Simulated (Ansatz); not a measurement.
**NbP (model structure, started from the NbAs type, I4₁md, No. 109, 4 atoms in the cell): lattice parameter c by level of theory**

No measured value is used here.

| level (code) | value (Å) |
|---|---|
| PBE (Ansatz) | 11.427 |
| PBEsol (Ansatz) | ___ |
| PBE-D3(BJ) (Ansatz) | 11.251 |

Q: What belongs in the gaps?

A: 
- PBEsol (Ansatz, a program for electronic structure), value (Å): 11.288

Ansatz's density-functional and Hartree–Fock values are scalar-relativistic unless marked +SOC, with PAW data made under PBE.

A model structure was made by putting elements into a prototype or built by hand; it is no filed structure, need not be a known phase, and can be a saddle point held by its symmetry.
